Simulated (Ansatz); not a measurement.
Start from SnS₂ in the rutile structure (space group P4_2/mnm, No. 136; a = 6.071 Å, c = 3.787 Å; a hypothetical phase, not in the database extracts checked).

Method: PBEsol, PAW, 420 eV (Ansatz, an electronic-structure program; no spin-orbit coupling), earlier PAW set.

For the base:

| Item | Result |
|---|---|
| Volume per atom | 23.26 Å³ |
| c/a ratio | 0.624 |
| Band gap | zero |

Modification: Te takes the place of S on all its sites, then cell and atoms are relaxed.

Question: What does the calculation give for the volume per atom, c/a ratio and band gap after the change?

Answer: The volume per atom rises by 11.49 Å³ (23.26 Å³ → 34.75 Å³); the c/a ratio increases by 0.006, from 0.624 to 0.630; the band gap remains zero.

Spin-orbit coupling, missing from the scalar runs, can matter with Te. No phonon test of stability was made. As relaxed here, SnTe2 is a hypothetical phase, not in the database extracts checked. All final runs are without spin polarisation. A zero or small gap of SnTe2 and SnS2 can be the functional's error rather than a property of the material.
